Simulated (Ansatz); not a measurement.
Hypothetical rock salt FeP: pressure series

The reference is FeP in the rock salt structure (space group Fm-3m, No. 225; a = 4.802 Å; ferromagnetic; a hypothetical phase, not in the database extracts checked).

Cell and atoms are relaxed at each pressure.

Level of theory: r2SCAN/PAW in Ansatz (a program for electronic structure), spin-orbit coupling left out.

```csv
pressure (GPa),volume per atom (Å³/atom)
-2,14.183
-1,14.002
0,13.839
0.7,?
1.5,13.636
3,13.448
5,13.211
7.5,12.953
10,12.729
```

Problem. Fit the third-order Birch–Murnaghan form P(V) = (3B₀/2)[(V₀/V)^(7/3) − (V₀/V)^(5/3)]·[1 + (3/4)(B₀′ − 4)((V₀/V)^(2/3) − 1)] (squares taken in P) to the rows shown and predict the withheld row.

Solution. Least squares on the printed values gives V₀ = 13.849 Å³/atom, B₀ = 91.9 GPa, B₀′ = 6.1; this predicts 13.746 Å³/atom, and the run gives 13.740 Å³/atom, 0.006 lower.

Other magnetic orders, which the real material may have, were not ruled out. Load acts through the strain it causes; cell and atoms are relaxed under it. Stability against distortions was not tested. No other phases were tried under pressure.
